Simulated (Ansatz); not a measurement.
**GaN: pressure series**

Base system: GaN in the wurtzite structure (space group P6_3mc, No. 186; a = 3.183 Å, c = 5.185 Å).

Cell and atoms are relaxed at each pressure.

Calculations: PBEsol (Ansatz, a quantum-chemistry and plane-wave program; PAW; 420 eV plane waves; spin-orbit coupling left out).

Base values:

| Property | Result |
|---|---|
| Band gap | 1.88 eV |

Problem. The aim is a band gap between 2.43 eV and 2.58 eV. Which of these changes reaches it?
(A) pressure −2 GPa
(B) pressure 22.5 GPa
(C) pressure −1 GPa
(D) pressure 9 GPa

Solution. B, pressure 22.5 GPa. It gives 2.51 eV; pressure −2 GPa gives 1.80 eV; pressure 9 GPa gives 2.16 eV; pressure −1 GPa gives 1.84 eV. Changes not listed may reach it too

Load acts through the strain it causes; cell and atoms are relaxed under it. Stability against distortions was not tested. Tetrahedral semiconductors of this kind turn to denser phases somewhere between about 1 and 50 GPa; those were not computed, so compressed cells here can lie past the real transition.
